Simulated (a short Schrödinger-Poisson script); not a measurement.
System: symmetric double-gate stack, HfO2 on p-type GaAs, at 300 K.

```
layer  material  thickness (nm)  Na (cm⁻³)
-----  --------  --------------  ---------
1          HfO2             8.8          -
2          GaAs               5       1e17
3          HfO2             8.8          -
```

Constants are typed, rounded textbook-type inputs, not results; the design itself was drawn at random and stands for no fabricated device. HfO2: permittivity 22, conduction-band edge (eV) 1.57, gap (eV) 5.7, electron mass (mₑ) 0.2. GaAs: permittivity 12.9, conduction-band edge (eV) 0, gap (eV) 1.424, Nv at 300 K (cm⁻³) 9e18.

Channel valleys (confinement mass, in-plane density-of-states mass, number): Γ 0.067, 0.067, 1. At the gates, both at one voltage, the conduction-band edge of layer 1 lies 1.85 eV − eVg above the Fermi level of the channel. Gaps are held at their typed values at every temperature. Mesh 0.03 nm at interfaces.

Solved with a short Schrödinger-Poisson script written for these runs: 1D Poisson equation in equilibrium, electrons quantum, Hartree (BenDaniel-Duke, 12 states a valley, the channel's in-plane mass for all, wave functions ending at the dielectric), parabolic valleys, classical holes, full ionisation, no traps, pinning or gate leakage.

The same stack at other levels of the model or other numerical settings:

| run | sheet density of all electrons at Vg = 1 V (cm⁻²) | sheet density of all electrons at Vg = 0.4 V (cm⁻²) | capacitance of both gates at Vg = 1 V (μF/cm²) | gate voltage at 1e11 electrons/cm² (V) | rough cost against the base |
|---|---|---|---|---|---|
| base | 6.00e12 | 1.14e10 | 1.95 | 0.46 | about 1 |
| electrons treated as classical, Boltzmann | [?] | 1.60e12 | [?] | 0.27 | 0.1 |
| electrons treated as classical, Fermi-Dirac | 8.53e12 | 9.65e11 | 2.28 | 0.27 | 0.4 |
| electrons treated as quantum, Hartree plus LDA exchange-correlation | 6.37e12 | [?] | 1.99 | 0.45 | 2 |
| mesh six times as coarse | 6.01e12 | 1.14e10 | 1.95 | 0.46 | 0.3 |
| one subband a valley | 6.00e12 | 1.14e10 | 1.95 | 0.46 | 0.6 |

### Question
Complete the blanks.

### Answer

- electrons treated as quantum, Hartree plus LDA exchange-correlation, sheet density of all electrons at Vg = 0.4 V (cm⁻²): 1.33e10
- electrons treated as classical, Boltzmann, sheet density of all electrons at Vg = 1 V (cm⁻²): 1.55e13
- electrons treated as classical, Boltzmann, capacitance of both gates at Vg = 1 V (μF/cm²): 4.06

The classical rows ignore confinement, and Boltzmann statistics overrate the density once the band edge passes the Fermi level.

Above a few 1e12 electrons/cm² a light Γ valley is non-parabolic and upper valleys begin to fill, which the model leaves out.
